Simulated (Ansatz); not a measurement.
The reference is Tl in the hcp (Mg type) structure (space group P6_3/mmc, No. 194; a = 3.476 Å, c = 5.472 Å; relaxed with 0.1 eV smearing). Axes: x lies along a and z along c of the hexagonal cell.

Calculations: DFT with PBEsol, PAW potentials and a 420 eV plane-wave cutoff in Ansatz (an electronic-structure program), scalar-relativistic without spin-orbit coupling.

Strains are applied to the cell and any free atomic positions relax.

One change was made to it. Results:

The energy stays essentially unchanged; the band gap stays zero; the shortest interatomic distance falls by 0.024 Å to 3.369 Å.

Task: Which change produced these results?
(A) tensor shear ε_xz = +1.43 %
(B) tensor shear ε_xz = +0.57 %
(C) tensor shear ε_xz = +2.00 %
(D) tensor shear ε_xz = +0.86 %
(E) tensor shear ε_xz = +1.71 %

Result: D, tensor shear ε_xz = +0.86 %. For comparison, the shortest interatomic distance in the other runs: tensor shear ε_xz = +2.00 % gives 3.337 Å; tensor shear ε_xz = +1.43 % gives 3.353 Å; tensor shear ε_xz = +0.57 % gives 3.377 Å; tensor shear ε_xz = +1.71 % gives 3.345 Å.

Whether these cells are dynamically stable was not tested.
